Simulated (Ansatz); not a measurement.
The starting structures come from a database of crystals and need not be the phases stable at ambient conditions.

Evanescent states of Cs₂CaH₄ (I4/mmm, not sure to be the ambient phase, 7 atoms a cell, 23.5 Å³ an atom) along the normal of (100)

These are r2SCAN (plane waves, PAW; Ansatz, a first-principles code) values and carry that method's errors.

The gap is the functional's own, uncorrected, and κ follows it; spin-orbit coupling is left out. Mid-gap values are interpolated between the computed energies.

Energies count from the valence-band top; κ is the least over a 8×2 mesh across the current.

```json
[
 {"E (eV)": "0.09", "κ (1/Å)": "0.127", "where": "off Γ"},
 {"E (eV)": "0.26", "κ (1/Å)": "0.210", "where": "off Γ"},
 {"E (eV)": "0.42", "κ (1/Å)": "0.258", "where": "off Γ"},
 {"E (eV)": "0.59", "κ (1/Å)": "0.291", "where": "off Γ"},
 {"E (eV)": "0.77", "κ (1/Å)": "0.315", "where": "off Γ"},
 {"E (eV)": "0.94", "κ (1/Å)": "[?]", "where": "off Γ"},
 {"E (eV)": "1.10", "κ (1/Å)": "[?]", "where": "off Γ"},
 {"E (eV)": "1.27", "κ (1/Å)": "[?]", "where": "off Γ"},
 {"E (eV)": "1.45", "κ (1/Å)": "[?]", "where": "Γ"},
 {"E (eV)": "1.61", "κ (1/Å)": "[?]", "where": "Γ"},
 {"E (eV)": "1.78", "κ (1/Å)": "[?]", "where": "Γ"},
 {"E (eV)": "1.96", "κ (1/Å)": "[?]", "where": "Γ"},
 {"E (eV)": "2.12", "κ (1/Å)": "[?]", "where": "Γ"},
 {"E (eV)": "2.29", "κ (1/Å)": "[?]", "where": "Γ"},
 {"E (eV)": "2.46", "κ (1/Å)": "[?]", "where": "Γ"},
 {"E (eV)": "2.63", "κ (1/Å)": "0.282", "where": "Γ"},
 {"E (eV)": "2.81", "κ (1/Å)": "0.257", "where": "Γ"},
 {"E (eV)": "2.98", "κ (1/Å)": "0.226", "where": "Γ"},
 {"E (eV)": "3.15", "κ (1/Å)": "0.186", "where": "Γ"},
 {"E (eV)": "3.31", "κ (1/Å)": "0.127", "where": "Γ"}
]
```

Question: What belongs in the gaps?

Answer: 
- 0.94, κ (1/Å): 0.331
- 1.10, κ (1/Å): 0.343
- 1.27, κ (1/Å): 0.350
- 1.45, κ (1/Å): 0.353
- 1.61, κ (1/Å): 0.353
- 1.78, κ (1/Å): 0.349
- 1.96, κ (1/Å): 0.342
- 2.12, κ (1/Å): 0.332
- 2.29, κ (1/Å): 0.319
- 2.46, κ (1/Å): 0.303
